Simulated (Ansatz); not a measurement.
The cell is built on a prototype and need not be the phase stable at ambient conditions.

By r2SCAN, the system below comes out a metal.

Without scattering a metal conducts by its projected Fermi surface.

Given:

```
CELL_PARAMETERS angstrom
      6.05846     0.00000     0.00000
      0.00000     6.17041     0.00000
      0.00000     3.08521     1.78124
ATOMIC_POSITIONS crystal
  Ga 0.00000 0.00000 0.00000
  Ga 0.50000 0.00000 0.00000
  P  0.75000 0.66667 0.00000
  P  0.25000 0.33333 0.00000
```

Space group of this cell: P6_3/mmc, NiAs type. The cell was relaxed by PBE-D3(BJ); by r2SCAN its mean pressure is 1.5 GPa.

The current flows along the normal of the first two printed cell vectors. No spin-orbit coupling; the value is a mean over 0.1 eV about the Fermi level.

Question: Give the ballistic conductance per area that r2SCAN in Ansatz (an electronic-structure program) yields.

Answer: 0.64 × 10¹⁵ S/m² for both spins.
